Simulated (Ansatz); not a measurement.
A self-consistent single point of CaSi2Rh2 (I4mm, 5 atoms in the cell) with Ansatz (a quantum-chemistry and plane-wave program).

Method: LDA (PW92), default PAW files made with PBE (plane waves; Ansatz).

```yaml
crystal:
  lattice:
    - [-2.05101, 2.05101, 5.01954]
    - [2.05101, -2.05101, 5.01954]
    - [2.05101, 2.05101, -5.01954]
  atoms:
    - { symbol: Ca, position: [0.00498, 0.00498, 0.00000] }
    - { symbol: Si, position: [0.62739, 0.62739, 0.00000] }
    - { symbol: Si, position: [0.37261, 0.37261, 0.00000] }
    - { symbol: Rh, position: [0.75000, 0.25000, 0.50000] }
    - { symbol: Rh, position: [0.25000, 0.75000, 0.50000] }
```

Reference input (self-consistent single point, DFT, LDA (PW92), plane waves, default PAW files made with PBE): basis.ecutwfc = 420 eV; kpoints.mp_grid.grid = 8 8 8; hamiltonian.xc = lda; hamiltonian.pseudopotentials = {kind: paw} (the program's default PAW files); scf.occupations.method = gaussian; scf.occupations.width = 0.1 eV. This run's input differs from it in these lines:

Ansatz 0.2 input:
```diff
@@ -13,3 +13,3 @@
 basis:
-  ecutwfc: 420.0 eV
+  ecutwfc: 210.0 eV
 kpoints:
```

Output, abridged:

```
SCF iter   1: F=—  HF=-15537.685548 eV  |F-HF|=—  |Δ(HF+E_count)|=         —  Δρ=9.58e-2  dr2=5.32e0  ethr=1.77e-3  ⟨swp⟩=6.7  Hψ=8185  notcnv=0
all-band conjugate gradients solve this SCF's bands
preconditioner: auto → Kerker (q_TF=auto, 2.516 Å⁻¹)
SCF iter   2: F=—  HF=-15536.398306 eV  |F-HF|=—  |Δ(HF+E_count)|=    1.29e0  Δρ=4.21e-2  dr2=8.65e-1  ethr=1.77e-3  ⟨swp⟩=2.0  Hψ=4049  notcnv=0  defer=87
   [... lines left out ...]
SCF iter   5: F=—  HF=-15536.127678 eV  |F-HF|=—  |Δ(HF+E_count)|=   1.92e-4  Δρ=2.67e-4  dr2=1.86e-4  ethr=2.56e-6  ⟨swp⟩=1.5  Hψ=1864  notcnv=0  defer=78
SCF iter   6: F=—  HF=-15536.127640 eV  |F-HF|=—  |Δ(HF+E_count)|=   3.81e-5  Δρ=6.37e-5  dr2=1.40e-5  ethr=3.58e-7  ⟨swp⟩=1.9  Hψ=2070  notcnv=0  defer=78
SCF iter   7: F=—  HF=-15536.127635 eV  |F-HF|=—  |Δ(HF+E_count)|=   5.08e-6  Δρ=1.48e-5  dr2=1.57e-7  ethr=2.70e-8  ⟨swp⟩=2.0  Hψ=2504  notcnv=0  defer=78
SCF iter   8: F=-15536.127635 eV  HF=-15536.127635 eV  |F-HF|=2.48e-9  |Δ(HF+E_count)|=   2.82e-8  Δρ=3.36e-6  dr2=7.84e-9  ethr=1.92e-10  ⟨swp⟩=9.0  Hψ=7193  notcnv=0
SCF 1 converged in 8 iterations: F = -15536.127635 eV  dr2 = 7.84e-9
Free energy (F): -15536.127635 eV
Internal energy: -15536.120131 eV  (E = F + TS)
E sigma→0 (E₀):  -15536.123883 eV
Entropy (-TS):   -0.007504 eV (-1.501 meV/atom)
Fermi energy:    13.054225 eV
--- Forces (eV/Å), atoms counted from 1 ---
  atom   1  Ca    -0.00000000    -0.00000000    -0.17357086
  atom   2  Si     0.00000000    -0.00000000     0.45500179
  atom   3  Si    -0.00000000    -0.00000000    -0.35574836
  atom   4  Rh     0.00000000    -0.00000000     0.03716303
  atom   5  Rh    -0.00000000     0.00000000     0.03716303
--- Stress (GPa, compression-positive) ---
       -3.567902       0.000000      -0.000000
        0.000000      -3.567902       0.000000
       -0.000000       0.000000      -9.902214
  P = ⅓ Tr σ = -5.6793 GPa (-56.793 kbar)
  The stress holds the Pulay correction. Without it, at fixed plane waves, as pw.x and ABINIT print it: P = -159.5816 GPa
```

The run converged in 8 iterations. Against the reference run the free energy goes up by 3.24 eV/atom, the pressure goes from -7.97 to -5.68 GPa and the largest force goes from 0.326 to 0.455 eV/Å.

The starting cell comes from a database of computed structures (which also holds hypothetical and non-ambient phases and stackings), without a prior relaxation at this level. Its lattice was rescaled by up to half a per cent. One atom was moved a little off its site on purpose. Spin polarisation is off. Ansatz's pressure includes its estimate of the finite-basis (Pulay) stress. Without the estimate this run gives -159.58 GPa. The cutoff lies below the one recommended for these files.
